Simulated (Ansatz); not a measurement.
Sn, point defects

The parent structure is an 8-atom supercell of Sn (space group I4_1/amd, No. 141; a = 5.9470 Å, c = 3.2123 Å) at its relaxed geometry.

One neutral defect a cell, atoms relaxed at fixed cell.

The values are results of plane-wave PAW DFT at the PBE level (Ansatz, a quantum-chemistry and plane-wave program, 420 eV), no SOC, not measurements.

| change | pressure | largest displacement of a host atom from its site in the perfect cell |
|---|---|---|
| perfect supercell | 0.1 GPa | – |
| Ru on a Sn site, symmetric start | -3.1 GPa | 0.44 Å |
| Li interstitial (started 1.96 Å from the nearest host atom) | 4.5 GPa | 0.51 Å |
| Li interstitial (started 2.13 Å from the nearest host atom), symmetric start | 4.5 GPa | 0.53 Å |
| Zn on a Sn site | -2.3 GPa | 0.20 Å |
| Ir on a Sn site, symmetric start | -3.0 GPa | 0.45 Å |

In so small a cell the defect repeats every few ångströms: this is an ordered compound, not a dilute defect. Defects with a symmetric start kept the site's symmetry and may sit on a saddle; the others started slightly shaken. All final runs are without spin polarisation.
